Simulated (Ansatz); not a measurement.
Antifluorite K₂Te, treated with rVV10 (PAW; Ansatz, a program for electronic structure).

Numerical settings: plane-wave cutoff 520 eV, 8×8×8 k mesh, Fermi–Dirac smearing 0.01 eV, scalar-relativistic PAW data made under PBE.

Energies at three volumes about the minimum:

```csv
V (Å³/atom),E − E_lowest (meV/atom)
44.021,0.86
44.919,0.00
45.817,0.80
```

### Question
Fit a parabola by hand: where is the minimum, what lattice constant follows, and what is the bulk modulus?

### Answer
Slopes: (0.00 − 0.86)/(44.919 − 44.021) = -0.958 and (0.80 − 0.00)/(45.817 − 44.919) = 0.891 meV/Å³. Curvature E″ = 2 × (0.891 − (-0.958))/(45.817 − 44.021) = 2.059 meV/Å⁶. From the middle of the first interval, the slope vanishes at V0 = 44.4700 − (-0.958)/2.059 = 44.935 Å³/atom. B = V0 E″ = 44.935 × 2.059 meV/Å³ × 0.1602 GPa per meV/Å³ = 14.8 GPa. With 12 atoms in the cube, a = (12 × 44.935)^(1/3) = 8.139 Å. The full Birch–Murnaghan fit to all volumes gives V0 = 44.919 Å³/atom and B0 = 14.8 GPa.

Note: the relaxation could not lower the start's symmetry, so the cell can be a saddle point above a distorted one.
